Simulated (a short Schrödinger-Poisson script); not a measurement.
## Symmetric double-gate stack, Al2O3 on p-type Si(100)

Stack: symmetric double-gate stack, Al2O3 on p-type Si(100), at 300 K.

```csv
layer,material,thickness (nm),Na (cm⁻³)
1,Al2O3,4.2,-
2,Si,14,1e16
3,Al2O3,4.2,-
```

Constants are typed, rounded textbook-type inputs, not results; the design itself was drawn at random and stands for no fabricated device. Al2O3: permittivity 9, conduction-band edge (eV) 2.7, gap (eV) 6.8, electron mass (mₑ) 0.3. Si: permittivity 11.7, conduction-band edge (eV) 0, gap (eV) 1.124, Nv at 300 K (cm⁻³) 3.1e19.

Channel valleys (confinement mass, in-plane density-of-states mass, number): Δ2 0.916, 0.19, 2; Δ4 0.19, 0.417, 4. At the gates, both at one voltage, the conduction-band edge of layer 1 lies 2.88 eV − eVg above the Fermi level of the channel. Gaps are held at their typed values at every temperature. Mesh 0.03 nm at interfaces.

From a short Schrödinger-Poisson script (our own, NumPy): 1D Poisson equation in equilibrium, electrons quantum, Hartree (BenDaniel-Duke, 12 states a valley, the channel's in-plane mass for all, wave functions free to enter the dielectric), parabolic valleys, classical holes, full ionisation, no traps, pinning or gate leakage.

| Vg (V) | electrons (cm⁻²) | C (μF/cm²) | Δ2 E0 (meV) | Δ2 E1 (meV) | Δ4 E0 (meV) | Δ4 E1 (meV) |
|---|---|---|---|---|---|---|
| 0.1 | 4.22e11 | 1.27 | 111.9 | 115.9 | 119.2 | 144.3 |
| 0.2 | 1.48e12 | 2.02 | 78.7 | 79.8 | 88.9 | 109.4 |
| 0.3 | 2.86e12 | 2.37 | 57.7 | 57.9 | 74.5 | 90.8 |
| 0.4 | 4.42e12 | 2.59 | 41.9 | 42.0 | 65.7 | 78.8 |
| 0.5 | 6.08e12 | 2.73 | 29.4 | 29.4 | 59.6 | 70.3 |
| 0.6 | 7.82e12 | 2.84 | 18.9 | 18.9 | 54.9 | 63.8 |
| 0.7 | 9.62e12 | 2.91 | 10.0 | 10.0 | 51.0 | 58.6 |
| 0.8 | 1.15e13 | 2.97 | 2.1 | 2.1 | 47.7 | 54.2 |
| 0.9 | 1.33e13 | 3.02 | -5.1 | -5.1 | 44.8 | 50.5 |
| 1 | 1.52e13 | 3.06 | -11.6 | -11.6 | 42.2 | 47.2 |
| 1.1 | 1.71e13 | 3.09 | -17.7 | -17.7 | 39.7 | 44.1 |

Subbands count from the Fermi level. The capacitance is that of both gates.
